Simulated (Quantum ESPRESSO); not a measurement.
Quick settings and what they miss: InP₃ (R-3m, 8 atoms in the cell)

Self-consistent single point.

```
CELL_PARAMETERS angstrom
      3.74557    -2.16251     3.37574
      0.00000     4.32501     3.37574
     -3.74557    -2.16251     3.37574
ATOMIC_POSITIONS crystal
  In 0.27060 0.27060 0.27060
  In 0.72940 0.72940 0.72940
  P  0.79891 0.24487 0.79891
  P  0.20109 0.75513 0.20109
  P  0.79891 0.79891 0.24487
  P  0.20109 0.20109 0.75513
  P  0.24487 0.79891 0.79891
  P  0.75513 0.20109 0.20109
```

Level of theory: LDA (PZ), GBRV 1.5 ultrasoft (LDA) pseudopotentials (plane waves; Quantum ESPRESSO).

Base settings: ecutwfc = 40 Ry; ecutrho = 200 Ry; occupations = smearing; smearing = gauss; degauss = 0.019992 Ry; potentials = {In: in_lda_v1.4.uspp.F.UPF, P: p_lda_v1.5.uspp.F.UPF}; K_POINTS = automatic 5 5 5 0 0 0; conv_thr = 1e-11 Ry.

Tight run (finer mesh or higher cutoff; not a proven limit): ecutwfc: 40 Ry → 56 Ry; ecutrho: 200 Ry → 280 Ry; conv_thr: 1e-11 Ry → 7.3e-11 Ry; K_POINTS: automatic 5 5 5 0 0 0 → automatic 7 7 7 0 0 0. It gave Fermi level (on the code's own zero) 7.77 eV; pressure -3.38 GPa; largest force (vector length) 0.171 eV/Å.

Quick runs, as changes from the base:
- A: the base itself
- B: ecutwfc: 40 Ry → 33 Ry; ecutrho: 200 Ry → 264 Ry; smearing: gauss → mp; degauss: 0.019992 Ry → 0.0099958 Ry; pseudopotentials: {In: in_lda_v1.4.uspp.F.UPF, P: p_lda_v1.5.uspp.F.UPF} → {In: In.pbe-dn-rrkjus_psl.0.2.2.UPF, P: P.pbe-n-rrkjus_psl.1.0.0.UPF}; K_POINTS: automatic 5 5 5 0 0 0 → automatic 3 3 3 0 0 0; input_dft: default → pbesol [PBEsol]
- C: ecutwfc: 40 Ry → 44 Ry; ecutrho: 200 Ry → 352 Ry; smearing: gauss → fd; conv_thr: 1e-11 Ry → 7.3e-06 Ry; pseudopotentials: {In: in_lda_v1.4.uspp.F.UPF, P: p_lda_v1.5.uspp.F.UPF} → {In: In.pbe-dn-rrkjus_psl.0.2.2.UPF, P: P.pbe-n-rrkjus_psl.1.0.0.UPF}; K_POINTS: automatic 5 5 5 0 0 0 → automatic 6 6 6 0 0 0; input_dft: default → pbesol [PBEsol]
- D: ecutwfc: 40 Ry → 28 Ry; ecutrho: 200 Ry → 140 Ry; smearing: gauss → mp; degauss: 0.019992 Ry → 0.0099958 Ry; K_POINTS: automatic 5 5 5 0 0 0 → automatic 4 4 4 0 0 0
- E: ecutwfc: 40 Ry → 20 Ry; ecutrho: 200 Ry → 100 Ry; smearing: gauss → mp; conv_thr: 1e-11 Ry → 7.3e-06 Ry; K_POINTS: automatic 5 5 5 0 0 0 → automatic 2 2 2 1 1 1
- F: smearing: gauss → cold; K_POINTS: automatic 5 5 5 0 0 0 → automatic 4 4 4 0 0 0

Energies are extrapolated to zero smearing width, which holds to low order in the width alone (under cold and Methfessel-Paxton smearing the free energy itself is taken).

Dashes: energy of B, C, another energy zero; time of E, under 30 s.

† marks runs with another functional, U, potentials or spin treatment: their distance from the tight run is not a convergence error alone.

The count of work is k-points × plane waves × bands × iterations; it is no time. Core times come from one kind of shared machine and are given to one figure; runs under 30 s give none.

The starting cell comes from a database of computed structures (which also holds hypothetical and non-ambient phases and stackings), without a prior relaxation at this level. Its lattice was rescaled by a random factor within 2.5 % of one. In the base run, with a pressure of about -4 GPa the cell is away from its equilibrium volume at this level. The run gives no clean gap (levels at the Fermi energy touch, overlap or are partly filled at this smearing), which alone does not show that the compound is a metal.

```tsv
run	energy less tight (meV/atom)	pressure less tight (GPa)	largest miss in a force vector (eV/Å)	count of work / tight	core time / tight (rough)
A	14.7	-0.19	0.021	0.26	0.3
B†	–	2.00	0.276	0.062	0.1
C†	–	2.31	0.185	0.28	0.4
D	115.2	-7.46	0.004	0.12	0.1
E	2784.3	-104.64	0.314	0.0062	–
F	19.3	-0.26	0.086	0.19	0.3
```

Among the runs at the tight run's level, the energy misses run from 14.7 to 2784.3 meV/atom.
